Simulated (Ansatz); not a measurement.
The starting structures come from a database of crystals and need not be the phases stable at ambient conditions.

Tunnelling through a barrier is set by its complex band structure: the current falls as exp(−2κd) with the smallest κ.

Consider the following.

```
Cs2LaNaCl6
1.0
    7.89067     0.00000     0.00000
   -3.94533     6.83352     0.00000
    3.94533     2.27784     6.44270
Cs Na La Cl
2 1 1 6
Direct
  0.50000   0.25000   0.25000
  0.50000   0.75000   0.75000
  0.00000   0.50000   0.50000
  0.00000   0.00000   0.00000
  0.00000   0.75122   0.24878
  0.00000   0.24878   0.75122
  0.00000   0.24878   0.24878
  0.00000   0.75122   0.75122
  0.50244   0.75122   0.24878
  0.49756   0.24878   0.75122
```

Space group of this cell: Fm-3m. The cell is taken as given; by r2SCAN its mean pressure is -0.6 GPa.

Transport runs along the normal of the first two printed cell vectors, the (111) plane of the conventional cell.

The gap is the functional's own, uncorrected, and κ follows it; spin-orbit coupling is left out. Mid-gap values are interpolated between the computed energies.

Problem. Estimate the band gap and the smallest decay constant κ at mid-gap that r2SCAN in Ansatz (a first-principles code) returns for this system.

Solution. Gap 5.29 eV on a 6×6×6 mesh; κ = 0.436 1/Å, at the zone centre.
